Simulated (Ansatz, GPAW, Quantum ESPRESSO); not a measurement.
**Code comparison for La3Ag (P6_3/mmc, 8 atoms in the cell)**

Self-consistent single point, at a second geometry (lattice scaled by 0.98). First geometry:

```xyz
8
Lattice="7.3324 0.0000 0.0000 -3.6662 6.3501 0.0000 0.0000 0.0000 5.4876" Properties=species:S:1:pos:R:3 pbc="T T T"
La     1.9452     1.1230     4.1157
La     1.7211     5.2270     1.3719
La     0.0000     2.2461     1.3719
La     3.6662     4.1040     4.1157
La     5.3873     1.1230     4.1157
La    -1.7211     5.2270     1.3719
Ag     3.6662     2.1167     1.3719
Ag     0.0000     4.2334     4.1157
```

Shared settings, as Ansatz (a first-principles code) writes them: kpoints.mp_grid.grid = 3 3 4; scf.occupations.method = gaussian; scf.occupations.width = 0.0073 Ry. Potentials and cutoffs stand in the table.

```csv
code,model,ΔF from the first geometry (meV/atom),pressure (GPa),largest force (eV/Å),cutoff
Quantum ESPRESSO,"LDA (PZ), GBRV 1.5 ultrasoft (LDA) pseudopotentials",-46.1,-3.24,0.127,40 Ry
Ansatz,"LDA (PW92), PAW files made with PBE",-48.5,-3.20,0.137,default
GPAW,"LDA (Perdew-Wang 92), GPAW PAW datasets LDA (gpaw-data 1.0.1)",-47.0,-3.05,0.131,800 eV
```

The spread over the programs that give each value: ΔF from the first geometry within 2.4 meV/atom; pressure within 0.19 GPa; largest force within 0.010 eV/Å.

Ansatz's pressure is given at a fixed set of plane waves, as the other plane-wave codes print theirs. The same LDA comes in different parametrisations, which differ slightly.

The starting cell comes from a database of computed structures (which also holds hypothetical and non-ambient phases and stackings), without a prior relaxation at this level. Its lattice was rescaled by a random factor within 2.5 % of one. For this run, on top of that: lattice scaled by 0.98.

Left out of this page: FLEUR (not drawn, or without a comparable value).

Keys are those of Ansatz 0.2.
